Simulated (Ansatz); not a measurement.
Element substitutions in NbN

The reference is NbN in the rock salt structure (space group Fm-3m, No. 225).

```cif
data_NNb
_chemical_formula_sum 'N1 Nb1'
_space_group_name_H-M_alt 'P 1'
_space_group_IT_number 1
_cell_length_a 3.12624
_cell_length_b 3.12624
_cell_length_c 3.12624
_cell_angle_alpha 60.000
_cell_angle_beta 60.000
_cell_angle_gamma 60.000
loop_
_space_group_symop_operation_xyz
  'x, y, z'
loop_
_atom_site_label
_atom_site_type_symbol
_atom_site_fract_x
_atom_site_fract_y
_atom_site_fract_z
_atom_site_occupancy
N1 N 0.00000 0.00000 0.00000 1
Nb1 Nb 0.50000 0.50000 0.50000 1
```

Each row replaces one element on all its sites; cell and atoms are relaxed.

Computed with PBE in Ansatz (plane waves to 420 eV, PAW, scalar-relativistic without spin-orbit coupling), earlier PAW set.

| change | lattice parameter a | band gap |
|---|---|---|
| base | 4.421 Å | zero |
| Nb → Zr | 4.595 Å | zero |
| Nb → Y | (withheld) | (withheld) |
| N → Br | 5.421 Å | zero |

Question: What belongs in the blanks?

Answer: 
- Nb → Y, lattice parameter a: 4.906 Å
- Nb → Y, band gap: 0.21 eV

No phonon test of stability was made. As relaxed here, NbBr is a hypothetical phase, not in the database extracts checked. No Hubbard U is applied, and correlation can decide whether such a compound is a metal. The final runs are not spin-polarised. An odd electron count without spin: ZrN. NbBr has a high density of states at the Fermi level and may be magnetic at this level. The zero or small gap of YN can change with the level of theory.

Ansatz is a first-principles code.
